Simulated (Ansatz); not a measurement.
Take GaAs in the zinc blende structure (space group F-43m, No. 216; a = 5.6590 Å) as the base. Axes: x, y, z lie along the cube axes.

Now apply this change: the cell is compressed by 1.97 % along x with no lateral relaxation, atoms relaxed at fixed cell.

Levels (all Ansatz, a program for electronic structure, PAW): PBEsol (420 eV, scalar-relativistic without spin-orbit coupling); PBEsol+SOC (420 eV, spin-orbit coupling included).

The geometry is relaxed with PBEsol.

PBEsol lowest conduction level above the VBM at special points: Γ 0.49 eV; N 0.90 eV; M 1.17 eV; X 1.29 eV
PBEsol valence-band top at Γ: 0.00, -0.11, -0.11 eV
PBEsol electron mass: 0.030 mₑ along x, 0.035 mₑ across (at Γ)

With PBEsol+SOC at the same geometry, the lowest conduction level above the VBM at special points goes from Γ 0.49 eV; N 0.90 eV; M 1.17 eV; X 1.29 eV to Γ 0.41 eV; N 0.81 eV; M 1.09 eV; X 1.21 eV; the valence-band top at Γ (three highest Kramers pairs, from the VBM) goes from 0.00, -0.11, -0.11 eV to 0.00, -0.08, -0.39 eV; the electron mass goes from 0.030 mₑ along x, 0.035 mₑ across (at Γ) to 0.028 mₑ along x, 0.032 mₑ across (at Γ).

Single points use the geometry relaxed with PBEsol. The spin-orbit shifts are approximate. The levels and masses belong to the bands next to the band gap. The cells carry an imposed strain or load. Effective masses come from finite differences of ±0.01 Å⁻¹. Whether these cells are dynamically stable was not tested. k-point labels follow each cell's own Brillouin zone.
